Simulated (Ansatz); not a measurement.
Faces of tetragonal HfO2 (a metastable polymorph) in 1x1 cells, as slabs relaxed from ideal cuts; for each face the lowest of the symmetric, stoichiometric cuts and spin starts that were computed. The slabs keep the symmetry of their cuts; real faces may buckle, or reconstruct in larger cells. No spin-orbit coupling, no Hubbard U.

Level of theory: PBE (plane waves to 420 eV, PAW; Ansatz, a program for electronic structure).

| face | cell area (Å²) | outermost plane spacing of the ideal cut (Å) | γ unrelaxed (J/m²) | γ relaxed (J/m²) | ionisation potential, top face (eV) |
|---|---|---|---|---|---|
| (001) | 12.99 | 1.02 | 1.24 | 1.10 | (withheld) |
| (100) (2 Hf–O bonds broke) | 18.97 | 1.80 | 2.15 | 1.22 | (withheld) |
| (101) | 23.00 | 0.34 | 1.26 | (withheld) | 7.45 |
| (111) (2 Hf–O bonds broke) | 29.81 | 0.44 | 3.22 | 1.20 | (withheld) |

**Question.** Some entries are withheld; supply them.

**Answer.** 
- (001), ionisation potential, top face (eV): 7.66
- (100) (2 Hf–O bonds broke), ionisation potential, top face (eV): 6.73
- (101), γ relaxed (J/m²): 1.11
- (111) (2 Hf–O bonds broke), ionisation potential, top face (eV): 6.88
